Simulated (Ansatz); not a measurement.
Input:

```xyz
2
Lattice="0.0000 2.9673 2.9673 2.9673 0.0000 2.9673 2.9673 2.9673 0.0000" Properties=species:S:1:pos:R:3 pbc="T T T"
Se     0.0000     0.0000     0.0000
Ca     2.9673     2.9673     2.9673
```

No spin polarisation.

The values are results of r2SCAN, PAW, 500 eV (Ansatz, an electronic-structure program; no SOC), not measurements. Γ-centred 10×10×10 mesh, Fermi–Dirac width 0.05 eV.

Predict the electron mass and band gap.

The electron mass is 1.4 mₑ along k, 0.29 mₑ across (at X). The band gap comes out as 2.52 eV.

Effective masses come from finite differences of ±0.01 Å⁻¹. Along k means along the line from Γ to the band edge. Stability against distortions was not tested. The cell was made from MgSe by this change: Mg → Ca.
